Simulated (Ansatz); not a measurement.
## One base run on CO₂ (P1, 12 atoms in the cell) and variants with one or two settings moved

```
CELL_PARAMETERS angstrom
      5.49707     0.00000     0.00000
      0.00000     5.49707     0.00000
      0.00000     0.00000     5.49707
ATOMIC_POSITIONS crystal
  C  0.99423 0.00453 0.98872
  C  0.49691 0.99076 0.50396
  C  0.50209 0.49430 0.99240
  C  0.99877 0.50147 0.50094
  O  0.13821 0.11723 0.11865
  O  0.86962 0.88264 0.88084
  O  0.35942 0.87761 0.61827
  O  0.62316 0.12686 0.38350
  O  0.62319 0.37057 0.88238
  O  0.38873 0.62900 0.12465
  O  0.87857 0.63105 0.38022
  O  0.12711 0.37399 0.62546
```

Base run A: HSE06, PAW files made with PBE run with Ansatz (a quantum-chemistry and plane-wave program), self-consistent single point.

Its settings: basis.ecutwfc = 420 eV; kpoints.mp_grid.grid = 3 3 3; hamiltonian.xc = hse06; hamiltonian.pseudopotentials = {kind: paw} (the program's default PAW files); scf.occupations.method = gaussian; scf.occupations.width = 0.02 eV.

The starting cell comes from a database of computed structures (which also holds hypothetical and non-ambient phases and stackings), without a prior relaxation at this level. Its atoms were displaced at random from the sites of space group no. 205. In the base run, with a pressure of about -6 GPa the cell is away from its equilibrium volume at this level. In the base run, forces exceed 1 eV/Å. Ansatz's pressure includes its estimate of the finite-basis (Pulay) stress.

ΔF is the free energy per atom less that of run A. A dash stands where there is no value to compare (another energy zero or no entropy term, no result, no spin, no clean gap, or a mesh too coarse for one). Absolute energies have different zeros for different potentials, functionals, Hubbard and dispersion terms and are not compared across them.

Runs:
- B: hamiltonian.xc: hse06 → pbe0 [PBE0]
- C: kpoints.mp_grid.shift: default → 0 0 0.5
- D: scf.convergence.dr2_threshold: default (1e-07 eV) → 1e-12 eV
- E: scf.exx.singularity: default → regularized
- F: scf.mixing.algorithm: default (the program chose MSR1) → anderson; scf.mixing.beta: default → 0.02
- G: scf.mixing.algorithm: default (the program chose MSR1) → msr1; scf.mixing.ndim: default → 20

```json
[
 {"run": "A", "ΔF (meV/atom)": "0.00", "pressure (GPa)": "-6.05", "largest force (eV/Å)": "8.569", "gap on the mesh (eV)": "8.246"},
 {"run": "B", "ΔF (meV/atom)": "–", "pressure (GPa)": "-6.10", "largest force (eV/Å)": "8.559", "gap on the mesh (eV)": "9.030"},
 {"run": "C", "ΔF (meV/atom)": "-0.02", "pressure (GPa)": "-6.05", "largest force (eV/Å)": "8.570", "gap on the mesh (eV)": "8.425"},
 {"run": "D", "ΔF (meV/atom)": "0.00", "pressure (GPa)": "-6.05", "largest force (eV/Å)": "8.570", "gap on the mesh (eV)": "8.246"},
 {"run": "E", "ΔF (meV/atom)": "–", "pressure (GPa)": "-6.05", "largest force (eV/Å)": "8.569", "gap on the mesh (eV)": "8.246"},
 {"run": "F", "ΔF (meV/atom)": "0.00", "pressure (GPa)": "-6.05", "largest force (eV/Å)": "8.570", "gap on the mesh (eV)": "8.246"},
 {"run": "G", "ΔF (meV/atom)": "0.00", "pressure (GPa)": "-6.05", "largest force (eV/Å)": "8.569", "gap on the mesh (eV)": "8.246"}
]
```

Run C against A: The free energy is nearly the same (within 1 meV/atom), the pressure stays at -6.05 GPa, the largest force moves little (8.569 to 8.570 eV/Å) and the gap on the mesh goes from 8.246 to 8.425 eV.

Run D against A: The free energy stays essentially unchanged (within 1 meV/atom), the pressure stays at -6.05 GPa, the largest force moves little (8.569 to 8.570 eV/Å) and the gap on the mesh stays at 8.246 eV.

Run B against A: The pressure hardly changes (-6.05 to -6.10 GPa), the largest force goes from 8.569 to 8.559 eV/Å and the gap on the mesh goes from 8.246 to 9.030 eV.

Left out of this page: 1 run of the series held back from this collection.

Keys are those of Ansatz 0.2.
